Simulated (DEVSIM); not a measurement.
Structure: abrupt Si n-p junction, at 300 K.

```tsv
layer (left to right)	material	thickness (μm)	Nd (cm⁻³)	Na (cm⁻³)	τn (s)	τp (s)
1	Si	0.180	2e17	-	3.2e-5	3.2e-5
2	Si	7.00	-	2.8e16	3.2e-5	3.2e-5
```

Left contact: ohmic. Right contact: ohmic. Voltage is applied to the left contact. Recombination: SRH at mid-gap, Auger. Mobility is μmin + (μ − μmin)/(1 + (N/Nref)^α).

Constants are typed, rounded textbook-type inputs, not results; the design itself was drawn at random and stands for no fabricated device. Values at 300 K.

| parameter | Si |
|---|---|
| gap (eV) | 1.124 |
| affinity (eV) | 4.05 |
| permittivity | 11.7 |
| Nc (cm⁻³) | 2.86e19 |
| Nv (cm⁻³) | 3.1e19 |
| μn (cm²/Vs) | 1417 |
| μp (cm²/Vs) | 470 |
| μn,min | 52 |
| μp,min | 45 |
| Nref,n | 9.7e16 |
| Nref,p | 2.2e17 |
| αn | 0.68 |
| αp | 0.72 |
| Cn (cm⁶/s) | 2.8e-31 |
| Cp (cm⁶/s) | 9.9e-32 |

DEVSIM, 1D drift-diffusion, Boltzmann statistics, complete ionisation; no tunnelling, impact ionisation, image-force lowering or self-heating.

The thickness of layer 1 was swept, all else fixed.

```json
[
 {"thickness of layer 1 (μm)": "0.036", "dark forward voltage at 100 A/cm² (V)": "0.724", "dark forward voltage at 1 A/cm² (V)": "0.568"},
 {"thickness of layer 1 (μm)": "0.063", "dark forward voltage at 100 A/cm² (V)": "___", "dark forward voltage at 1 A/cm² (V)": "___"},
 {"thickness of layer 1 (μm)": "0.11", "dark forward voltage at 100 A/cm² (V)": "0.740", "dark forward voltage at 1 A/cm² (V)": "0.598"},
 {"thickness of layer 1 (μm)": "0.18", "dark forward voltage at 100 A/cm² (V)": "0.745", "dark forward voltage at 1 A/cm² (V)": "0.608"},
 {"thickness of layer 1 (μm)": "0.31", "dark forward voltage at 100 A/cm² (V)": "0.748", "dark forward voltage at 1 A/cm² (V)": "0.615"},
 {"thickness of layer 1 (μm)": "0.54", "dark forward voltage at 100 A/cm² (V)": "0.751", "dark forward voltage at 1 A/cm² (V)": "0.621"},
 {"thickness of layer 1 (μm)": "0.9", "dark forward voltage at 100 A/cm² (V)": "0.753", "dark forward voltage at 1 A/cm² (V)": "0.625"}
]
```

Task: Fill in the missing entries.

Result: 
- 0.063, dark forward voltage at 100 A/cm² (V): 0.734
- 0.063, dark forward voltage at 1 A/cm² (V): 0.585
